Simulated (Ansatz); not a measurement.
## Smallest direct gap on the k points sampled of HfO₂ (model structure, started from the CdI2 type, P-3m1, No. 164, 3 atoms in the cell) at several levels of theory

No measured value is used here.

Unless a cell is named, each level is at its own relaxed cell (r²SCAN+rVV10 13.69 Å³/atom).

**Question.** Put these levels in order of the smallest direct gap on the k points sampled that they give for HfO₂ (model structure, started from the CdI2 type, P-3m1, No. 164, 3 atoms in the cell), smallest first: HSE06+SOC (Ansatz, an electronic-structure program), PBEsol+SOC (Ansatz), r²SCAN+rVV10 (Ansatz).

**Answer.** PBEsol+SOC (4.77 eV), r²SCAN+rVV10 (5.42 eV), HSE06+SOC (6.53 eV)

At these levels the smallest gap is indirect and lower: HSE06+SOC 6.10, PBEsol+SOC 4.40, r²SCAN+rVV10 4.92 eV. Computed values are for a static lattice. Spin–orbit coupling is included only where a level's name says +SOC; with heavier elements it mostly lowers gaps and can invert bands.  Values are at the PBE-D3(BJ) cell; r²SCAN+rVV10 at the level's own relaxed cell. Cutoffs and k meshes differ between the levels. Ansatz's density-functional and Hartree–Fock values are scalar-relativistic unless marked +SOC, with PAW data made under PBE.

A model structure was made by putting elements into a prototype or built by hand; it is no filed structure, need not be a known phase, and can be a saddle point held by its symmetry.
